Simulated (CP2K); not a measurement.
A self-consistent single point of KCrF₃ (P4mm, 5 atoms in the cell) with CP2K.

Level of theory: LDA (Pade form), GPW, DZVP-MOLOPT-SR-GTH basis, GTH-PADE potentials (GTH_POTENTIALS) (CP2K 2026.2).

```xyz
5
Lattice="4.1059 0.0000 0.0000 0.0000 4.1059 0.0000 0.0000 0.0000 4.6144" Properties=species:S:1:pos:R:3 pbc="T T T"
K      2.0529     2.0529     2.3572
Cr     0.0000     0.0000     0.0000
F      0.0000     0.0000     2.3072
F      0.0000     2.0529     0.0000
F      2.0529     0.0000     0.0000
```
Moments meant for the start (each program seeds them in its own way; μB, in the order of the atoms K Cr F F F): 0.0 3.0 0.0 0.0 0.0.

Reference input (self-consistent single point, DFT LDA (Pade form), GPW, DZVP-MOLOPT-SR-GTH basis, GTH-PADE potentials (GTH_POTENTIALS)): UKS = T; CUTOFF = 600 Ry; REL_CUTOFF = 40 Ry; SMEAR/METHOD = FERMI_DIRAC; ELECTRONIC_TEMPERATURE = 116.05 K; KPOINTS/SCHEME = MONKHORST-PACK 3 3 3; XC_FUNCTIONAL = PADE; K/BASIS_SET = DZVP-MOLOPT-SR-GTH; K/POTENTIAL = GTH-PADE-q9; Cr/BASIS_SET = DZVP-MOLOPT-SR-GTH; Cr/POTENTIAL = GTH-PADE-q14; F/BASIS_SET = DZVP-MOLOPT-SR-GTH. This run's input differs from it in these lines:

```diff
@@ -41,3 +41,3 @@
     &KPOINTS
-      SCHEME MONKHORST-PACK 3 3 3
+      SCHEME MONKHORST-PACK 5 5 5
     &END KPOINTS
```

Output, abridged:

```
 SCF WAVEFUNCTION OPTIMIZATION

  Step     Update method      Time    Convergence         Total energy    Change
     1 NoMix/Diag. 0.20E+00      -     0.76569513      -187.6584661194 -1.88E+02
     2 Broy./Diag. 0.20E+00      -     0.42345250      -188.0220468195 -3.64E-01
     3 Broy./Diag. 0.20E+00      -     0.10366291      -186.8255718338  1.20E+00
     4 Broy./Diag. 0.20E+00      -     0.01720088      -187.6327280657 -8.07E-01
     5 Broy./Diag. 0.20E+00      -     0.02095587      -187.9572827457 -3.25E-01
     6 Broy./Diag. 0.20E+00      -     0.00565276      -187.8684490949  8.88E-02
   [... 90 lines left out ...]
    97 Broy./Diag. 0.20E+00      -     0.00846418      -187.8755401552 -2.07E-03
    98 Broy./Diag. 0.20E+00      -     0.00359892      -187.8756321881 -9.20E-05
    99 Broy./Diag. 0.20E+00      -     0.01704095      -187.8753651003  2.67E-04
   100 Broy./Diag. 0.20E+00      -     0.05640335      -187.8768382759 -1.47E-03
  Leaving inner SCF loop after reaching   100 steps.

  Overlap energy of the core charge distribution:               0.00000000000000
  Self energy of the core charge distribution:               -396.32138182597748
  Core Hamiltonian energy:                                    107.81944392154142
  Hartree energy:                                             128.56420413981101
   [... lines left out ...]
  Fermi energy:                                                 0.20258639766916
  Total energy:                                              -187.87683827586375
   [... lines left out ...]
 *  /   \                                                                      *
 * [ABORT]                                                                     *
 *  \___/     SCF run NOT converged. To continue the calculation regardless,   *
 *    |             please set the keyword IGNORE_CONVERGENCE_FAILURE.         *
 *  O/|                                                                        *
 * /| |                                                                        *
 * / \                                                            qs_scf.F:702 *
 *******************************************************************************

 ===== Routine Calling Stack =====

            4 scf_env_do_scf
            3 qs_energies
            2 qs_forces
            1 CP2K
Abort(1) on node 0 (rank 0 in comm 0): application called MPI_Abort(MPI_COMM_WORLD, 1) - process 0
```

The run ended unconverged after 100 iterations. 

The starting cell comes from a database of computed structures (which also holds hypothetical and non-ambient phases and stackings), without a prior relaxation at this level. Its lattice was rescaled by up to half a per cent. One atom was moved a little off its site on purpose. Values carry the incompleteness of an atom-centred basis.

Cost on one core of a shared machine: roughly 4 min.
